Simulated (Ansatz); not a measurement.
The starting structures come from a database of crystals and need not be the phases stable at ambient conditions.

 Where the default PAW files enter, the runs use the earlier of Ansatz's two default sets.

## Evanescent states of KRb2ScF6 (Fm-3m, not sure to be the ambient phase, 10 atoms a cell, 19.5 Å³ an atom, -2 GPa at this level) along the normal of (110)

Calculation: r2SCAN (plane waves, PAW; Ansatz, a program for electronic structure).

The gap is the functional's own. No spin-orbit coupling. Mid-gap values are interpolated on the energy grid.

Energies count from the valence-band top; κ is the least over a 6×4 mesh across the current.

| E (eV) | κ (1/Å) | where |
|---|---|---|
| 0.16 | 0.324 | Γ |
| 0.48 | 0.407 | Γ |
| 0.80 | 0.461 | Γ |
| 1.12 | 0.498 | Γ |
| 1.44 | 0.524 | Γ |
| 1.76 | 0.541 | Γ |
| 2.08 | 0.553 | Γ |
| 2.40 | 0.560 | Γ |
| 2.72 | 0.562 | Γ |
| 3.04 | 0.560 | Γ |
| 3.36 | 0.555 | Γ |
| 3.68 | 0.547 | Γ |
| 4.00 | 0.535 | Γ |
| 4.32 | 0.520 | Γ |
| 4.64 | 0.502 | Γ |
| 4.96 | 0.480 | Γ |
| 5.28 | 0.454 | Γ |
| 5.60 | 0.422 | Γ |
| 5.92 | 0.384 | Γ |
| 6.24 | 0.337 | Γ |
| 6.56 | 0.276 | Γ |
| 6.88 | 0.190 | Γ |

Q: How thick must the barrier be to attenuate the transmission by 10^8 when the electrodes' Fermi level lies at 5.28 eV, and what attenuation does that film give at 3.04 eV?

A: d = 8 ln 10 / (2 × 0.454) = 20.3 Å. At 3.04 eV it gives 8 × 0.560/0.454 = 9.9 decades.
